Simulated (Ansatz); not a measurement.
# Worked sum: formation energy of the neutral V_Al in AlN (wurtzite, P6₃mc)

Subject: the formation energy of the neutral V_Al in AlN (wurtzite, P6₃mc). Reaction: 36 AlN (wurtzite) → cell A + Al (fcc).

A: a supercell of 72 sites of AlN (wurtzite, P6₃mc) with one empty Al site amid 4 N; an odd number of electrons; spin state with PBE: parallel moments, net moment 3.0 μB a cell.

Ansatz (an electronic-structure program) with PAW potentials; structures come from PBE relaxations, nuclei static, no net charge. Ansatz runs with its default PAW set. Larger cells are relaxed from a start prepared with the learned potential CHGNet, on a coarser mesh till forces fall under 0.03 eV/Å, which some starts already meet. A dispersion term (D3(BJ), or D4 for r2SCAN) was computed beside these levels and is taken off wherever the name lacks it. No search over spin orders was made beyond those shown. Mesh and cell size may move defect energies by 0.1 eV or more. The value holds for the reservoirs listed; other chemical potentials shift it. Cell A has symmetry P3m1 within 0.02 Å and got no random move, so less symmetric positions, which may lie lower, weren't tried.

Total energies of the cells in eV, at zero smearing width. They compare only within one column; the weights balance every element.

| cell | atoms | weight | PBE |
|---|---|---|---|
| A: AlN:V_Al | 71 | +1 | -32726.55035 |
| Al (fcc) | 1 | +1 | -537.50370 |
| AlN (wurtzite) | 72 | −1 | -33273.14154 |

PBE: (-32726.55035) + (-537.50370) − (-33273.14154) = 9.087 eV.

What follows from the PBE value: The value above is the Al-rich limit, with Al (fcc) as reservoir. The host forms with -1.37 eV/atom at this level, so before it gives way to its other element Δμ(Al) can go down to -1.37 × 2 = -2.74 eV (other compounds may narrow the range). The defect releases 1 Al, so the Al-poor limit is 9.09 + 1 × (-2.74) = 6.35 eV.
